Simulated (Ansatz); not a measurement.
Zr2PbC (P6_3/mmc), PBEsol, DFPT electron-phonon coupling, linearised Boltzmann equation run with Ansatz (a quantum-chemistry and plane-wave program). Phonon-limited resistivity 40.6 μΩ·cm at 300 K along z (a = (3.37, 0.00, 0.00) Å; b = (-1.69, 2.92, 0.00) Å; c = (0.00, 0.00, 14.73) Å), 56.2 μΩ·cm at 400 K, Drude plasma energy 3.15 eV.

**Question.** What temperature coefficient of resistance follows, and how does it compare with 1/T?

**Answer.** (ρ₄₀₀ − ρ₃₀₀)/(100 K × ρ₃₀₀) = 3.84×10⁻³ K⁻¹, against 1/T = 3.33×10⁻³ K⁻¹ for a resistivity proportional to T. It lies higher because phonons are still being populated at 300 K; impurities would add a constant and lower it.

**Question.** What Drude relaxation time do resistivity and plasma energy imply?

**Answer.** ω_p = 4.79e15 s⁻¹, so τ = 1/(ε₀ ω_p² ρ) = 12.1 fs, a damping ħ/τ of 54.2 meV.

**Question.** What is the classical skin depth at 100 GHz (nonmagnetic, μ₀ = 1.257×10⁻⁶ H/m)?

**Answer.** δ = √(ρ/(π f μ₀)) = 1010 nm.

A metal at this level (no band gap). Only scattering by harmonic phonons is included (no impurities, grain boundaries, electron-electron scattering or thermal expansion). Spin-orbit coupling is left out, which matters with elements this heavy. Halving the electron mesh (28x28x8) moves the resistivity by up to 8 % at 300 K. Smearing 0.20 eV; phonons on a 5x5x1 q mesh, which this run doesn't test.

Computed structure with no diffraction record at hand here (it may be known, metastable or hypothetical): Zr2PbC (P6_3/mmc).
